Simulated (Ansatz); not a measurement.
Functionals compared on a constructed model of the (110) surface of bcc Mo, a pseudomorphic layer of Co in the host's stacking (bottom of the slab: a bare face, its two planes held), in Ansatz (plane waves, PAW). The structure was relaxed with PBE; the other rows are single points on it. Cutoff 420 eV.

Set-up: 7 atoms, 13.6 Å thick at the start with caps and adatoms (thin: gaps and levels are the slab's own); mesh 14x14x1; 0.1 eV smearing; dipole correction on; 2 atoms held, the rest relaxed; held to the start's symmetry, so lower structures may exist; spin-polarised, ending with about 1.4 μB a cell; orders that need a larger cell were not tried, no spin-orbit, no U. It is one candidate, not shown to be the stable structure of the face. These notes are the PBE run's.

| functional | work function of the top face (eV) | magnetic moment of the cell (μB) | rough cost of the single point |
|---|---|---|---|
| PBE | 4.30 | 1.38 | – |
| RPBE | 4.12 | 1.42 | roughly 70 core-seconds |

Ansatz is a quantum-chemistry and plane-wave program.
